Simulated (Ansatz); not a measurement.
Start from LiNbO$_{3}$ (space group R3c, No. 161).

```
CELL_PARAMETERS angstrom
      2.53373     1.46285     4.56243
     -2.53373     1.46285     4.56243
      0.00000    -2.92570     4.56243
ATOMIC_POSITIONS crystal
  Li 0.28114 0.28114 0.28114
  Li 0.78114 0.78114 0.78114
  Nb 0.99752 0.99752 0.99752
  Nb 0.49752 0.49752 0.49752
  O  0.10552 0.36572 0.71719
  O  0.71719 0.10552 0.36572
  O  0.36572 0.71719 0.10552
  O  0.21719 0.86572 0.60552
  O  0.86572 0.60552 0.21719
  O  0.60552 0.21719 0.86572
```

Cartesian axes are those of the cell as printed.

Calculations: DFT with LDA, PAW potentials and a 420 eV plane-wave cutoff in Ansatz (a first-principles code), no spin-orbit coupling.

It is then changed as follows: an isotropic linear strain of −1.50 %, atoms relaxed at fixed cell.

Problem. Predict the stress tensor and what it implies for the stiffness.

Solution. Stress of the strained cell less that of the base (GPa, compression positive):
```
   6.18    0.00    0.00
   0.00    6.18    0.00
   0.00    0.00    6.84
```

Then B = −ΔP/(ΔV/V₀) with ΔV/V₀ = -0.0443 gives secant stiffness values (nonlinear terms included at this strain): B (at held cell shape, above the free-shape value) ≈ 144 GPa.

As a check, the harmonic strain energy −½ V₀ Δσ:ε is 9.1 meV/atom; the computed energy rise is 8.6 meV/atom.

Stability against distortions was not tested.
